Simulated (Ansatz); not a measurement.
Results of PBE (PAW; Ansatz, a first-principles code) for corundum Ga2O3 (metastable phase).

Settings: plane-wave cutoff 520 eV, 6×6×6 k mesh, perturbation theory, scalar-relativistic PAW data made under PBE.

Cell (measured lattice):

```cif
data_Ga12O18
_chemical_formula_sum 'Ga12 O18'
_space_group_name_H-M_alt 'R-3c :H'
_space_group_IT_number 167
_space_group_name_Hall '-R 3 2"c'
_cell_length_a 4.98000
_cell_length_b 4.98000
_cell_length_c 13.43000
_cell_angle_alpha 90.000
_cell_angle_beta 90.000
_cell_angle_gamma 120.000
loop_
_atom_site_label
_atom_site_type_symbol
_atom_site_symmetry_multiplicity
_atom_site_Wyckoff_symbol
_atom_site_fract_x
_atom_site_fract_y
_atom_site_fract_z
_atom_site_occupancy
Ga1 Ga 12 c 0.00000 0.00000 0.14421 1
O1 O 18 e 0.30313 0.30313 0.75000 1
```
(The calculation used a cell of 10 atoms; values per cell refer to that cell.)

Q: Estimate the electronic dielectric constant ε∞ (mean over three axes) and static dielectric constant (mean over three axes) that the calculation returns.

A: 
- electronic dielectric constant ε∞ (mean over three axes): 4.33
- static dielectric constant (mean over three axes): 14.2

Measured, for comparison: high-frequency dielectric constant 3.83, static dielectric constant 14.1 ± 0.1 (temperature not stated, not corrected to a static lattice, mean of the two values across and the one along c; as tabulated in Stokey et al. (2021), arXiv:2108.12058). Computed (rounded) less measured: high-frequency dielectric constant +13 %, static dielectric constant +0.7 % (inside the measured uncertainty).

Note: the cell isn't this level's own, so it is under some stress, which shifts stiffness and frequencies.
